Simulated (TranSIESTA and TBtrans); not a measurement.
## In chain with one C atom inserted

Junction: In chain with one C atom inserted. Leads: straight In chain, spacing 2.755 Å. Geometry: 3 atoms about the centre moved by SIESTA (PBE, DZP) to a largest force of 0.02 eV/Å, all others as built, motion along the axis alone.

Computed with TranSIESTA and TBtrans, PBE, DZP numerical orbitals (energy shift 0.15 eV), PseudoDojo norm-conserving scalar-relativistic potentials, mesh cutoff 200 Ry, 300 K, no spin polarisation, no spin-orbit coupling; self-consistent non-equilibrium Green functions.

| Quantity | Result |
|---|---|
| Conductance at 300 K (G0 = 2e²/h) | 1.44 |
| Mean T from −0.5 to 0.5 eV | 1.18 |

Energies count from the leads' Fermi level. Transmissions are for one spin of a degenerate pair. The energy step is 0.01 eV; narrower resonances are cut or missed.

| E (eV) | T | lead channels |
|---|---|---|
| -1.95 | 0.82 | 1 |
| -1.80 | 0.81 | 1 |
| -1.65 | 0.79 | 1 |
| -1.50 | 0.74 | 1 |
| -1.35 | 0.14 | 1 |
| -1.20 | 0 | 0 |
| -1.05 | 0 | 0 |
| -0.90 | 0.75 | 1 |
| -0.75 | 0.78 | 1 |
| -0.60 | 0.77 | 1 |
| -0.45 | 0.76 | 1 |
| -0.30 | 0.75 | 1 |
| -0.15 | 1.30 | 3 |
| 0.00 | 1.45 | 3 |
| 0.15 | 1.39 | 3 |
| 0.30 | 1.31 | 3 |
| 0.45 | 1.24 | 3 |
| 0.60 | 1.20 | 3 |
| 0.75 | 1.19 | 3 |
| 0.90 | 1.19 | 3 |
| 1.05 | 1.21 | 3 |
| 1.20 | 1.26 | 3 |
| 1.35 | 1.32 | 3 |
| 1.50 | 1.40 | 3 |
| 1.65 | 1.49 | 3 |
| 1.80 | 1.60 | 3 |
| 1.95 | 1.72 | 3 |

The straight chain is held at its spacing; free chains may zigzag or dimerise. No spin-polarised start was tried, so a magnetic state, if there is one, is missed.
